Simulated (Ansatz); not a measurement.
The parent structure is Hf in the hcp (Mg type) structure (space group P6_3/mmc, No. 194; a = 3.117 Å, c = 4.950 Å; relaxed with 0.1 eV smearing). Axes: x lies along a and z along c of the hexagonal cell.

Calculations: LDA (Ansatz, an electronic-structure program), spin-orbit coupling left out.

Now apply this change: an isotropic linear strain of +2.50 %; the atoms relax in the strained cell.

Predict the stress tensor and what it implies for the stiffness.

Stress of the strained cell less that of the base (GPa, compression positive):
```
   -7.7     0.0     0.0
    0.0    -7.7     0.0
    0.0     0.0    -8.1
```

Then B = −ΔP/(ΔV/V₀) with ΔV/V₀ = 0.0769 gives secant stiffness values (nonlinear terms included at this strain): B (at held cell shape, above the free-shape value) ≈ 102 GPa.

As a check, the harmonic strain energy −½ V₀ Δσ:ε is 38 meV/atom; the computed energy rise is 41 meV/atom.

No phonon test of stability was made. All final runs are without spin polarisation.
